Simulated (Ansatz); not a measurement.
Consider FeO in the rock salt structure (space group Fm-3m, No. 225; a = 4.266 Å; ferromagnetic; relaxed with 0.1 eV smearing).

Method: r2SCAN (Ansatz, an electronic-structure program, PAW, no SOC).

Base values:

| Property | Result |
|---|---|
| Largest site moment | 3.51 μB |

The change: an isotropic linear strain of +4.34 %, atoms relaxed at fixed cell.

Predict the new largest site moment.

The largest site moment increases by 0.06 μB to 3.57 μB.

How does this affect the energy relative to the base?

The energy rises by 92 meV/atom.

Stability against distortions was not tested. No Hubbard U is applied and the magnetic state is the run's own (FeO ferromagnetic); small cells can't hold the antiferromagnetic order that many such compounds have, so gaps and moments can be off. In its common phase, real FeO is an antiferromagnetic insulator at low temperature.
